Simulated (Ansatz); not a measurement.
A computed series for Sn: response to strain

The reference is Sn in the diamond structure (space group Fd-3m, No. 227; a = 6.474 Å; relaxed with 0.1 eV smearing). Axes: x, y, z lie along the cube axes.

Strains are applied to the cell and any free atomic positions relax; under biaxial strain the out-of-plane vector relaxes too.

Calculations: LDA/PAW in Ansatz (a program for electronic structure), spin-orbit coupling left out.

Candidates:
(a) biaxial strain −0.42 %, plane normal [111], relaxed out of plane
(b) biaxial strain −0.83 %, plane normal [111], relaxed out of plane
(c) biaxial strain +2.08 %, plane normal [111], relaxed out of plane
(d) biaxial strain −1.67 %, plane normal [111], relaxed out of plane

Question: Order them by out-of-plane strain, lowest first.

Answer: (c) biaxial strain +2.08 %, plane normal [111], relaxed out of plane (-1.28 %), (a) biaxial strain −0.42 %, plane normal [111], relaxed out of plane (+0.24 %), (b) biaxial strain −0.83 %, plane normal [111], relaxed out of plane (+0.51 %), (d) biaxial strain −1.67 %, plane normal [111], relaxed out of plane (+1.03 %)

Whether these cells are dynamically stable was not tested.
